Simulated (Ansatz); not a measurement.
rock-salt TiN (1 1 0) on monoclinic HfO2 (0 1 0), 2 La on Ti sites at each interface (film strained to the substrate, faces as cut)

A periodic stack without vacuum, rock-salt TiN (1 1 0) on monoclinic HfO2 (0 1 0), 2 La on Ti sites at each interface (film strained to the substrate, faces as cut): substrate slab Hf20O44, film N24Ti20La4, surface cells [[0, -1], [2, -1]] and [[1, 1], [0, 4]], film strained by +2.8 and +3.8 %, faces O/O and NTi/NTi as cut (like faces can put a slab off its formula).

The start was prepared with a machine-learned potential, and the result is one local minimum, with the in-plane cell held and forces under 0.04 eV/Å; the film can end far from its bulk form.

These are PBE (plane waves to 420 eV, PAW; Ansatz, a program for electronic structure) values and carry that method's errors. Scalar-relativistic, without spin–orbit coupling; the runs are not spin-polarised; PBE gaps are too small against experiment. Its k-point mesh 6×3×1, Fermi–Dirac width 0.05 eV.

| Quantity | Value |
|---|---|
| interface area | 54.5 Å² |
| period | 25.35 Å |
| gaps between the outermost planes at the two interfaces | 0.95 and 0.81 Å |
| Hf–La contacts across the interfaces within 1.22 times the sum of covalent radii | 16, mean 4.00 Å |
| La–O contacts across the interfaces within 1.22 times the sum of covalent radii | 12, mean 2.40 Å |
| O–Ti contacts across the interfaces within 1.22 times the sum of covalent radii | 3, mean 2.05 Å |
| Hf–Ti contacts across the interfaces within 1.22 times the sum of covalent radii | 2, mean 3.43 Å |

```yaml
crystal:
  lattice:
    - [5.35175, -0.00101, 0.10328]
    - [7.08312, 10.17401, 0.38157]
    - [3.81204, 1.85928, 25.48044]
  atoms:
    - { symbol: Hf, position: [0.29268, 0.37837, 0.10853] }
    - { symbol: Hf, position: [0.88074, 0.85817, 0.09194] }
    - { symbol: Hf, position: [0.07936, 0.18032, 0.10453] }
    - { symbol: Hf, position: [0.63968, 0.66044, 0.10571] }
    - { symbol: Hf, position: [0.54874, 0.13268, 0.21407] }
    - { symbol: Hf, position: [0.03754, 0.64705, 0.21489] }
    - { symbol: Hf, position: [0.71601, 0.37257, 0.20136] }
    - { symbol: Hf, position: [0.24064, 0.88241, 0.19059] }
    - { symbol: O, position: [0.27981, 0.48993, 0.16757] }
    - { symbol: O, position: [0.79978, 0.98771, 0.16197] }
    - { symbol: O, position: [0.00063, 0.03563, 0.23688] }
    - { symbol: O, position: [0.47612, 0.53203, 0.24450] }
    - { symbol: O, position: [0.78839, 0.99214, 0.02448] }
    - { symbol: O, position: [0.02698, 0.53277, 0.05721] }
    - { symbol: O, position: [0.82043, 0.47669, 0.14370] }
    - { symbol: O, position: [0.32169, 0.98684, 0.12198] }
    - { symbol: O, position: [0.72626, 0.30136, 0.05591] }
    - { symbol: O, position: [0.31089, 0.72728, 0.05860] }
    - { symbol: O, position: [0.69289, 0.24706, 0.15716] }
    - { symbol: O, position: [0.23250, 0.74282, 0.15728] }
    - { symbol: O, position: [0.19452, 0.23711, 0.16255] }
    - { symbol: O, position: [0.72795, 0.75044, 0.15461] }
    - { symbol: O, position: [0.30740, 0.25121, 0.06287] }
    - { symbol: O, position: [0.72397, 0.79108, 0.05024] }
    - { symbol: Hf, position: [0.16576, 0.34545, 0.31642] }
    - { symbol: Hf, position: [0.68128, 0.83711, 0.31771] }
    - { symbol: Hf, position: [0.99569, 0.12205, 0.30048] }
    - { symbol: Hf, position: [0.48087, 0.63020, 0.29947] }
    - { symbol: Hf, position: [0.44458, 0.09870, 0.41457] }
    - { symbol: Hf, position: [0.90948, 0.57827, 0.43027] }
    - { symbol: Hf, position: [0.61023, 0.33494, 0.40386] }
    - { symbol: Hf, position: [0.12756, 0.81868, 0.40236] }
    - { symbol: O, position: [0.15844, 0.43192, 0.38170] }
    - { symbol: O, position: [0.67867, 0.93436, 0.37573] }
    - { symbol: O, position: [0.90577, 0.97870, 0.44720] }
    - { symbol: O, position: [0.34705, 0.47887, 0.45903] }
    - { symbol: O, position: [0.47690, 0.02177, 0.27367] }
    - { symbol: O, position: [0.96572, 0.52741, 0.27432] }
    - { symbol: O, position: [0.68329, 0.44751, 0.34617] }
    - { symbol: O, position: [0.19575, 0.93835, 0.34256] }
    - { symbol: O, position: [0.55547, 0.26513, 0.26021] }
    - { symbol: O, position: [0.05716, 0.77621, 0.25786] }
    - { symbol: O, position: [0.60651, 0.20296, 0.35845] }
    - { symbol: O, position: [0.10585, 0.69661, 0.35597] }
    - { symbol: O, position: [0.11254, 0.19417, 0.35933] }
    - { symbol: O, position: [0.60074, 0.69482, 0.36688] }
    - { symbol: O, position: [0.04768, 0.27428, 0.25900] }
    - { symbol: O, position: [0.56318, 0.77212, 0.25471] }
    - { symbol: Hf, position: [0.08018, 0.27728, 0.51484] }
    - { symbol: Hf, position: [0.52086, 0.81871, 0.50516] }
    - { symbol: Hf, position: [0.85651, 0.08464, 0.51012] }
    - { symbol: Hf, position: [0.28129, 0.59330, 0.52704] }
    - { symbol: O, position: [0.35903, 0.00400, 0.48074] }
    - { symbol: O, position: [0.82382, 0.47399, 0.49808] }
    - { symbol: O, position: [0.35515, 0.45175, 0.58593] }
    - { symbol: O, position: [0.13002, 0.90850, 0.55412] }
    - { symbol: O, position: [0.46326, 0.22000, 0.46166] }
    - { symbol: O, position: [0.92426, 0.72435, 0.45617] }
    - { symbol: O, position: [0.44630, 0.15207, 0.56134] }
    - { symbol: O, position: [0.83006, 0.72551, 0.55715] }
    - { symbol: O, position: [0.87628, 0.19634, 0.55731] }
    - { symbol: O, position: [0.41609, 0.63185, 0.58955] }
    - { symbol: O, position: [0.95508, 0.23103, 0.45562] }
    - { symbol: O, position: [0.42301, 0.71358, 0.46873] }
    - { symbol: N, position: [0.87049, 0.39074, 0.66463] }
    - { symbol: N, position: [0.93219, 0.62905, 0.66853] }
    - { symbol: N, position: [0.84884, 0.90098, 0.66930] }
    - { symbol: N, position: [0.95849, 0.11855, 0.67025] }
    - { symbol: N, position: [0.38166, 0.11912, 0.72285] }
    - { symbol: N, position: [0.37976, 0.37418, 0.71465] }
    - { symbol: N, position: [0.37781, 0.62358, 0.71397] }
    - { symbol: N, position: [0.37570, 0.87496, 0.72219] }
    - { symbol: N, position: [0.84588, 0.10699, 0.78157] }
    - { symbol: N, position: [0.85054, 0.35666, 0.77599] }
    - { symbol: N, position: [0.84957, 0.60994, 0.77702] }
    - { symbol: N, position: [0.85138, 0.85594, 0.78081] }
    - { symbol: N, position: [0.32455, 0.84008, 0.83687] }
    - { symbol: N, position: [0.31860, 0.09492, 0.83909] }
    - { symbol: N, position: [0.32300, 0.34458, 0.83382] }
    - { symbol: N, position: [0.32091, 0.59466, 0.83367] }
    - { symbol: N, position: [0.79340, 0.83130, 0.89998] }
    - { symbol: N, position: [0.79072, 0.07783, 0.90022] }
    - { symbol: N, position: [0.78995, 0.33203, 0.89345] }
    - { symbol: N, position: [0.79603, 0.57705, 0.89267] }
    - { symbol: N, position: [0.31873, 0.55335, 0.94523] }
    - { symbol: N, position: [0.24101, 0.82344, 0.94574] }
    - { symbol: N, position: [0.30101, 0.06156, 0.95026] }
    - { symbol: N, position: [0.21240, 0.33377, 0.94571] }
    - { symbol: Ti, position: [0.86186, 0.25956, 0.71563] }
    - { symbol: Ti, position: [0.88792, 0.49493, 0.71155] }
    - { symbol: Ti, position: [0.88650, 0.74421, 0.71842] }
    - { symbol: Ti, position: [0.88516, 0.99603, 0.72193] }
    - { symbol: La, position: [0.47606, 0.25261, 0.62716] }
    - { symbol: Ti, position: [0.38737, 0.52203, 0.65340] }
    - { symbol: La, position: [0.40867, 0.77917, 0.63280] }
    - { symbol: Ti, position: [0.40160, 0.01068, 0.67700] }
    - { symbol: Ti, position: [0.80539, 0.97003, 0.83780] }
    - { symbol: Ti, position: [0.82875, 0.21239, 0.83879] }
    - { symbol: Ti, position: [0.80952, 0.47504, 0.82894] }
    - { symbol: Ti, position: [0.83844, 0.71419, 0.83762] }
    - { symbol: Ti, position: [0.35196, 0.97722, 0.78633] }
    - { symbol: Ti, position: [0.34550, 0.23612, 0.77711] }
    - { symbol: Ti, position: [0.35657, 0.48106, 0.77601] }
    - { symbol: Ti, position: [0.34367, 0.73213, 0.77595] }
    - { symbol: La, position: [0.76507, 0.67876, 0.98213] }
    - { symbol: Ti, position: [0.78227, 0.94705, 0.95444] }
    - { symbol: La, position: [0.68224, 0.20199, 0.99242] }
    - { symbol: Ti, position: [0.76645, 0.44377, 0.93880] }
    - { symbol: Ti, position: [0.28294, 0.71155, 0.89678] }
    - { symbol: Ti, position: [0.29609, 0.95879, 0.90300] }
    - { symbol: Ti, position: [0.29179, 0.20043, 0.89867] }
    - { symbol: Ti, position: [0.28926, 0.45523, 0.89369] }
```
